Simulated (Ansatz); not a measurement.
Given:

```xyz
6
Lattice="-1.8224 1.8697 4.7088 1.9169 -1.8697 4.7462 1.8224 1.8697 -4.7088" Properties=species:S:1:pos:R:3 pbc="T T T"
Ti     0.0479     1.8697     2.3638
Ti    -0.0243     0.0000     0.0000
O     -0.0242     1.8697     0.3978
O      0.0878     0.0000     7.4895
O      0.0478     0.0000     1.9659
O      0.0304     1.8697     4.3294
```

No spin polarisation.

Computed with LDA in Ansatz (plane waves to 420 eV, PAW, spin-orbit coupling left out). k-mesh 12×12×12 (Γ-centred); smearing 0.05 eV (Fermi–Dirac).

**Question.** Predict the stress (xx, yy, zz, yz, xz, xy; compression positive).

**Answer.** (0.01, -0.11, 0.00, 0.00, -0.94, 0.00) GPa.

**Question.** Estimate the band gap.

**Answer.** 2.09 eV.

**Question.** Estimate the space group.

**Answer.** C2/m (No. 12).

**Question.** What is the computed smallest direct gap?

**Answer.** 2.44 eV.

The cells carry an imposed strain or load. Whether these cells are dynamically stable was not tested. The final runs are not spin-polarised. The cell was made from TiO₂ in the anatase structure (space group I4_1/amd, No. 141) by this change: tensor shear ε_xz = +1.00 %.

Ansatz is a program for electronic structure.
